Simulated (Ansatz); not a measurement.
Base system: K2S in the anti-fluorite structure (space group Fm-3m, No. 225; a = 7.3360 Å). Axes: x, y, z lie along the cube axes.

Level of theory: DFT with PBEsol, PAW potentials and a 420 eV plane-wave cutoff in Ansatz (a quantum-chemistry and plane-wave program), without spin-orbit coupling.

For the base:

The volume per atom is 32.90 Å³.

It is then changed as follows: biaxial strain −2.50 %, plane normal [111], relaxed out of plane (Cartesian); in-plane vectors clamped, the third vector and the atoms free.

### Question
Estimate the effect on the volume per atom.

### Answer
The volume per atom decreases by 0.90 Å³, from 32.90 Å³ to 32.00 Å³.

### Question
What happens to the energy relative to the base?

### Answer
The energy rises by 4.5 meV/atom.

Whether these cells are dynamically stable was not tested.
